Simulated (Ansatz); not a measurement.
Effect of uniaxial strain ε_zz = −1.00 % on MoSi2

The reference is MoSi2 (space group I4/mmm, No. 139; a = 3.174 Å, c = 7.779 Å; relaxed with 0.1 eV smearing). Axes: x, y, z lie along a, b, c of the conventional cell.

Modification: uniaxial strain ε_zz = −1.00 %, all other strain components held at zero, atoms relaxed at fixed cell.

All numbers come from Ansatz (a quantum-chemistry and plane-wave program), LDA, PAW, cutoff 420 eV, no SOC. Settings: 25×25×25 k-points, 0.1 eV Fermi–Dirac smearing.

| quantity | base | changed | shift |
|---|---|---|---|
| volume per atom | 13.06 Å³ | 12.93 Å³ | -0.13 Å³ |
| space group | I4/mmm (No. 139) | I4/mmm (No. 139) | – |
| shortest interatomic distance | 2.564 Å | 2.541 Å | -0.0223 Å |
| energy relative to the base (free energy F) | 0 meV/atom | +2.2 meV/atom | +2.2 meV/atom |
| pressure (mean of the normal stresses, compression positive) | 0.0 GPa | 2.5 GPa | +2.5 GPa |
| band gap | zero | zero | – |
| stress (xx, yy, zz, yz, xz, xy; compression positive) | – | (1.0, 1.0, 5.6, 0.0, 0.0, 0.0) GPa | – |

Final structure:

```
MoSi2
1.0
   -1.58700     1.58700     3.85047
    1.58700    -1.58700     3.85047
    1.58700     1.58700    -3.85047
Si Mo
2 1
Direct
  0.66501   0.66501   0.00000
  0.33499   0.33499   0.00000
  0.00000   0.00000   0.00000
```

Whether these cells are dynamically stable was not tested. All final runs are without spin polarisation.
